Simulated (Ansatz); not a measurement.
Partial pair distribution functions of a relaxed model of amorphous gallium oxide (Ga$_{24}$O$_{35}$), broadened by 0.06 Å; density 4.90 g/cm³. All values below come from PBE, scalar-relativistic without spin-orbit coupling (plane waves to 420 eV, PAW; Ansatz, a program for electronic structure). The usual formal charges leave 2 electrons over, so the level spacing at the Fermi energy parts defect or band states and needn't be the band gap.

A CHGNet melt-quench gave the starting glass, which DFT then relaxed. O atoms were pushed apart under 1.9 Å during the dynamics, to hinder bonds among them. The hot cell started wider than the set density and was brought back towards it in steps. It is the lowest in DFT energy of 2 quenches. It is a model cell: composition and starting density were chosen by hand, and all elements were melted together. No dispersion term was used. Its density started from a set value of 4.74 and ended at 4.90 g/cm³. The simulated quench (nominally 88 K/ps over its main leg) is rapid and tends to freeze in more defects than a deposited or slowly cooled glass has. Values belong to this one cell and scatter from quench to quench. Volume and shape were free in the relaxation. On a 2×2×2 Γ-centred mesh force components of up to 0.14 eV/Å stay, since the relaxation ran on the zone centre alone.

| r (Å) | g Ga-O | g Ga-Ga | g O-O |
|---|---|---|---|
| 1.65 | 0.01 | 0.00 | 0.00 |
| 1.75 | 1.00 | 0.00 | 0.00 |
| 1.85 | 7.43 | 0.00 | 0.00 |
| 1.95 | 8.05 | 0.00 | 0.00 |
| 2.05 | 3.04 | 0.00 | 0.00 |
| 2.15 | 0.90 | 0.00 | 0.00 |
| 2.25 | 0.12 | 0.00 | 0.00 |
| 2.35 | 0.01 | 0.00 | 0.01 |
| 2.45 | 0.06 | 0.00 | 0.23 |
| 2.55 | 0.05 | 0.00 | 1.03 |
| 2.65 | 0.04 | 0.02 | 1.46 |
| 2.75 | 0.11 | 0.39 | 1.57 |
| 2.85 | 0.27 | 0.81 | 2.48 |
| 2.95 | 0.28 | 1.31 | 2.94 |
| 3.05 | 0.43 | 1.36 | 2.90 |
| 3.15 | 0.56 | 3.00 | 2.21 |
| 3.25 | 0.42 | 3.32 | 1.55 |
| 3.35 | 0.61 | 3.52 | 1.40 |
| 3.45 | 0.69 | 2.80 | 0.99 |
| 3.55 | 0.92 | 1.56 | 0.73 |
| 3.65 | 1.16 | 1.40 | 0.61 |
| 3.75 | 1.11 | 0.66 | 0.74 |
| 3.85 | 1.23 | 0.28 | 0.81 |
| 3.95 | 1.29 | 0.22 | 0.58 |
| 4.05 | 1.61 | 0.40 | 0.45 |
| 4.15 | 1.61 | 0.72 | 0.48 |
| 4.25 | 1.48 | 0.58 | 0.57 |

Within 2.30 Å each Ga has 4.46 O neighbours on average.
